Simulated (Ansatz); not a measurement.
Results of HSE06 (PAW; Ansatz, an electronic-structure program) for CsCl-type BaTe (model structure).

Settings: plane-wave cutoff 500 eV, 6×6×6 k mesh, Fermi–Dirac smearing 0.05 eV, scalar-relativistic PAW data made under PBE.

Cell (relaxed at this level):

```cif
data_BaTe
_chemical_formula_sum 'Ba1 Te1'
_space_group_name_H-M_alt 'P 1'
_space_group_IT_number 1
_cell_length_a 4.22834
_cell_length_b 4.22834
_cell_length_c 4.22834
_cell_angle_alpha 90.000
_cell_angle_beta 90.000
_cell_angle_gamma 90.000
loop_
_space_group_symop_operation_xyz
  'x, y, z'
loop_
_atom_site_label
_atom_site_type_symbol
_atom_site_fract_x
_atom_site_fract_y
_atom_site_fract_z
_atom_site_occupancy
Ba1 Ba 0.00000 0.00000 0.00000 1
Te1 Te 0.50000 0.50000 0.50000 1
```

Question: What does this level give for the band gap?

Answer: 
- band gap: 1.48 eV (on the SCF k mesh)

Note: exact exchange on metals is sensitive to the k mesh and can open a false gap; the relaxation could raise the start's symmetry but not lower it, so the cell can be a saddle point.

Spin–orbit coupling is not included; with these elements it can move the gap by several tenths of an eV or more.

Static lattice: no zero-point or thermal effects.

It cost around 9 core-minutes (rough) of CPU time.

A model structure was made by putting elements into a prototype or built by hand; it is no filed structure, need not be a known phase, and can be a saddle point held by its symmetry.
